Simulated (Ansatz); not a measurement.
# monoclinic HfO2: the defect O vacancy + Sc on the Hf site + Sc on the Hf site

These are PBE, PAW (plane waves to 420 eV; Ansatz, a first-principles code) values and carry that method's errors. A 2×2×2 supercell of 96 sites was used; the energies come from a 2×2×2 shifted sampling of its zone. Sites at the start: the O(1,3-fold) site; Hf 2.05 Å away; Hf 2.07 Å away. Finite-size correction: monopole term and site-potential alignment. Dielectric constants: PBE linear response of the host. Host gap at this level: 4.04 eV. These values are not converged in cell size to better than tenths of an eV. PBE underestimates the host's gap, which shifts levels and can delocalise carriers. Spin–orbit coupling is left out, which matters for these heavy elements. Each state is the lowest found from its start.

The name describes the start; the neighbours show where the atoms ended.

Charges from +1 to −1 were run; one beyond them could lie lower near a band edge.

| charge | moment (μB) | point group | largest move off a lattice site (Å) | neighbours of the last Sc atom of the defect at the end (Å) | image correction with alignment (eV) |
|---|---|---|---|---|---|
| +1* | 1.0 | – | 0.32 | O 2.06, O 2.07, O 2.12, O 2.13, O 2.16, O 2.29 | – |
| 0 | not spin-polarised | C1 | 0.32 | O 2.06, O 2.06, O 2.12, O 2.13, O 2.16, O 2.29 | 0.00 |
| −1 | 1.0 | C1 | 0.13 | O 2.06, O 2.13, O 2.15, O 2.16, O 2.27, O 2.30 | 0.53 |

* At this level the carrier isn't localised at the defect: at charge +1 holes occupy the valence band. Such a state is shallow or no state of the defect, and this cell gives it no level.

Point groups are those of the whole cell at tolerances of 0.03 and 0.1 Å ("near" where only the looser one holds); none is given for unsettled states.

Transition levels above the valence-band maximum: ε(0/−1) = 3.33 eV. On the lower envelope of the bound states, inside the gap: (0/−1) at 3.33 eV.

Flagged in the runs: a host whose relaxation on this sampling wasn't shown to rest, a strain field that reaches the edge of the cell.

All states together cost around 9 core-hours (rough).
